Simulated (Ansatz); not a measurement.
The starting structures come from a database of crystals and need not be the phases stable at ambient conditions.

# Evanescent states of KBiF6 (P-4c2, not sure to be the ambient phase, 16 atoms a cell, 18.8 Å³ an atom, -4 GPa at this level) along the normal of (100)

Level of theory: r2SCAN (plane waves, PAW; Ansatz, a first-principles code).

The gap is the functional's own. No spin-orbit coupling. Mid-gap values are interpolated on the energy grid.

Energies count from the valence-band top; κ is the least over a 6×4 mesh across the current.

| E (eV) | κ (1/Å) | where |
|---|---|---|
| 0.08 | 0.342 | Γ |
| 0.24 | 0.437 | Γ |
| 0.40 | 0.459 | Γ |
| 0.56 | 0.476 | Γ |
| 0.72 | 0.489 | Γ |
| 0.88 | 0.497 | Γ |
| 1.04 | 0.502 | Γ |
| 1.20 | 0.505 | Γ |
| 1.36 | 0.504 | Γ |
| 1.52 | 0.501 | Γ |
| 1.68 | 0.495 | Γ |
| 1.84 | 0.486 | Γ |
| 2.00 | 0.474 | Γ |
| 2.16 | 0.459 | Γ |
| 2.32 | 0.439 | Γ |
| 2.48 | 0.415 | Γ |
| 2.64 | 0.385 | Γ |
| 2.80 | 0.344 | Γ |
| 2.96 | 0.289 | Γ |
| 3.12 | 0.199 | Γ |

Q: How thick must the barrier be to attenuate the transmission by 10^4 when the electrodes' Fermi level lies at 1.68 eV, and what attenuation does that film give at 2.96 eV?

A: d = 4 ln 10 / (2 × 0.495) = 9.3 Å. At 2.96 eV it gives 4 × 0.289/0.495 = 2.3 decades.
